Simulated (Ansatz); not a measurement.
A self-consistent single point of LuHO2 (Pmn2_1, 8 atoms in the cell) with Ansatz (a program for electronic structure).

Method: PBEsol, PAW files made with PBE (plane waves; Ansatz).

```
LuHO2
1.0
    3.35851     0.00000     0.00000
    0.00000     4.72909     0.00000
    0.00000     0.00000     5.30650
Lu H O
2 2 4
Cartesian
  0.00000   3.41180   5.22229
  1.67925   1.31729   2.56904
  1.67925   0.88756   5.10331
  0.00000   3.84153   2.45006
  1.67925   0.07174   4.51488
  0.00000   4.65735   1.86163
  0.00000   2.43789   3.32251
  1.67925   2.29120   0.66926
```

Reference input (self-consistent single point, DFT, LDA (PW92), plane waves, PAW files made with PBE): kpoints.mp_grid.grid = 7 5 4; hamiltonian.xc = lda; hamiltonian.pseudopotentials = {kind: paw} (the program's default PAW files); scf.occupations.method = fermi_dirac; scf.occupations.width = 0.01 eV. This run's input differs from it in these lines:

Ansatz 0.2 input:
```diff
@@ -18,3 +18,3 @@
 hamiltonian:
-  xc: lda
+  xc: pbesol
   pseudopotentials:
```

Output, abridged:

```
SCF iter   1: F=—  HF=-31514.471891 eV  |F-HF|=—  |Δ(HF+E_count)|=         —  Δρ=1.14e-1  dr2=1.22e1  ethr=3.10e-3  ⟨swp⟩=6.5  Hψ=7431  notcnv=0
all-band conjugate gradients solve this SCF's bands
preconditioner: auto → Resta (q_TF=auto, 2.682 Å⁻¹)
SCF iter   2: F=—  HF=-31511.440401 eV  |F-HF|=—  |Δ(HF+E_count)|=    3.03e0  Δρ=4.51e-2  dr2=2.51e0  ethr=3.10e-3  ⟨swp⟩=4.9  Hψ=5372  notcnv=0  defer=68
   [... lines left out ...]
SCF iter   8: F=—  HF=-31509.968353 eV  |F-HF|=—  |Δ(HF+E_count)|=   3.19e-5  Δρ=6.66e-4  dr2=2.78e-4  ethr=1.74e-6  ⟨swp⟩=3.1  Hψ=2975  notcnv=0  defer=85
SCF iter   9: F=—  HF=-31509.968378 eV  |F-HF|=—  |Δ(HF+E_count)|=   2.52e-5  Δρ=1.04e-4  dr2=8.84e-6  ethr=3.66e-7  ⟨swp⟩=2.9  Hψ=3776  notcnv=0  defer=85
SCF iter  10: F=—  HF=-31509.968503 eV  |F-HF|=—  |Δ(HF+E_count)|=   1.25e-4  Δρ=3.15e-5  dr2=8.90e-7  ethr=1.16e-8  ⟨swp⟩=2.5  Hψ=3335  notcnv=0  defer=85
SCF iter  11: F=-31509.968503 eV  HF=-31509.968503 eV  |F-HF|=1.50e-8  |Δ(HF+E_count)|=   5.92e-7  Δρ=7.33e-6  dr2=2.96e-8  ethr=1.32e-10  ⟨swp⟩=16.8  Hψ=14684  notcnv=0
SCF 1 converged in 11 iterations: F = -31509.968503 eV  dr2 = 2.96e-8
Free energy (F): -31509.968503 eV
Internal energy: -31509.968503 eV  (E = F + TS)
E sigma→0 (E₀):  -31509.968503 eV
Fermi energy:    12.030070 eV
--- Forces (eV/Å), atoms counted from 1 ---
  atom   1  Lu    -0.00000000     0.05217853     0.01495132
  atom   2  Lu    -0.00000000    -0.05217853     0.01495132
  atom   3  H      0.00000000     0.37187898     0.28242123
  atom   4  H      0.00000000    -0.37187898     0.28242123
  atom   5  O      0.00000000    -0.26122446    -0.23990637
  atom   6  O     -0.00000000     0.26122446    -0.23990637
  atom   7  O      0.00000000     0.16602759    -0.05748743
  atom   8  O      0.00000000    -0.16602759    -0.05748743
--- Stress (GPa, compression-positive) ---
        2.953460       0.000000       0.000000
        0.000000       3.206778       0.000000
        0.000000       0.000000       3.302025
  P = ⅓ Tr σ = 3.1541 GPa (31.541 kbar)
  The stress holds the Pulay correction. Without it, at fixed plane waves, as pw.x and ABINIT print it: P = 2.6511 GPa
```

The run converged in 11 iterations. Against the reference run the pressure goes from -1.58 to 3.15 GPa, the largest force goes from 0.574 to 0.467 eV/Å and the gap on the mesh goes from 4.341 to 4.378 eV.

The starting cell comes from a database of computed structures (which also holds hypothetical and non-ambient phases and stackings), without a prior relaxation at this level. Spin-orbit coupling is off. With a pressure of about 3 GPa the cell is away from its equilibrium volume at this level. Ansatz's pressure includes its estimate of the finite-basis (Pulay) stress. Without the estimate this run gives 2.65 GPa.
